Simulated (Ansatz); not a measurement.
# SiC: energy against volume

SiC (4H polytype, P6_3mc, 10.138 Å³/atom and stress up to 0.01 GPa in the relaxed cell, c along z) under hydrostatic pressure, with the cell free. LDA in Ansatz, a plane-wave DFT program (PAW, default set), 420 eV, 12×12×4 Γ-centred mesh, Fermi-Dirac smearing 0.05 eV; ions are relaxed, or left where forces stay under 0.02 eV/Å, within the symmetry of each cell.

Here V stands for volume and E for E less E0.

| volume (Å³/atom) | E less E0 (meV/atom) | pressure (GPa) |
|---|---|---|
| 10.2282 | 0.57 | -2.00 |
| 10.1827 | 0.14 | -1.00 |
| 10.1383 | 0.00 | 0.00 |
| 10.0995 | 0.11 | 0.89 |
| 10.0477 | 0.59 | 2.10 |
| 9.9488 | 2.61 | 4.50 |
| 9.7752 | 9.89 | 9.00 |
| 9.5643 | 25.64 | 15.00 |
| 9.3275 | ? | ? |

Problem. Fit E against V with the third-order Birch-Murnaghan form, a cubic in V^(-2/3), and predict the withheld value at V = 9.3275.

Solution. With u = V^(-2/3) - 0.2155, the rows have u = -0.0032731, -0.0026413, -0.0020203, -0.0014739, -0.0007389, 0.0006820, 0.0032340, 0.0064378. Least squares gives E = 1.460 + 1446.3·u + 358704·u² + 10906·u³. Residuals (row less fit): 0.001, -0.002, -0.002, 0.002, 0.003, -0.003, 0.001, 0.000; standard error 0.003 (degrees of freedom: 4). Its minimum lies at u = -0.0020162, so V0 = (0.2134838)^(-3/2) = 10.14. There d²E/du² = 717300 and d³E/du³ = 65440, so B0 = (4/9) × 10.14^(-7/3) × 717300 × 0.160218 = 230 GPa (the last factor turns the table's units into GPa), and B0' = 4 + (2/3) × 0.2134838 × (65440)/717300 = 4.0. B0' rests on the cubic coefficient alone and has a standard error of 0.1 from these residuals. At the withheld row, u = 0.0101783, so E = 1.460 + 1446.3 × 0.0101783 + 358704 × 0.0101783² + 10906 × 0.0101783³ = 53.353 meV/atom. The calculation gives 53.23 meV/atom, 0.123 meV/atom below the prediction (0.2 % of the range of E in the table). The row lies outside the fitted rows, so this is an extrapolation. The scatter of the fitted rows lies at the last printed digit.

The start is a measured cell from the literature; how it stands against other phases or cation orders wasn't checked. Other structures, which can take over under pressure, weren't tried. The same form fitted to the pressure column gives B0' = 3.8; series where the two differ by over 0.4 aren't shown. Rows are the converged runs of the series near zero and its far end, less any whose ions stayed unrelaxed beside relaxed ones; series whose fitted rows scatter by over a few per cent of the range, as at a crossing or softening among them, aren't shown in this form.
